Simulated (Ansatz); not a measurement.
Data:

```xyz
5
Lattice="4.7556 0.0000 0.0000 0.0000 4.7556 0.0000 0.0000 0.0000 4.7556" Properties=species:S:1:pos:R:3 pbc="T T T"
Ag     2.3778     2.3778     0.0000
Ag     0.0000     2.3778     2.3778
Ag     2.3778     0.0000     2.3778
S      2.3778     2.3778     2.3778
I      0.0000     0.0000     0.0000
```

A single point on Ag3SI with a change (pressure 5 GPa), its geometry relaxed with PBEsol.

Method: PBEsol (Ansatz, a quantum-chemistry and plane-wave program), with spin-orbit coupling. k-mesh 7×7×7 (Γ-centred); smearing 0.05 eV (Fermi–Dirac).

Task: Predict the band gap and gap character.

Result: 
```json
{
  "band_gap": "0.56 eV",
  "gap_character": "direct at M"
}
```

Single points use the geometry relaxed with PBEsol. Load acts through the strain it causes; cell and atoms are relaxed under it. Whether these cells are dynamically stable was not tested. No other phases were tried under pressure. The cell was made from Ag₃SI in the anti-perovskite structure (space group Pm-3m, No. 221) by this change: pressure 5 GPa.
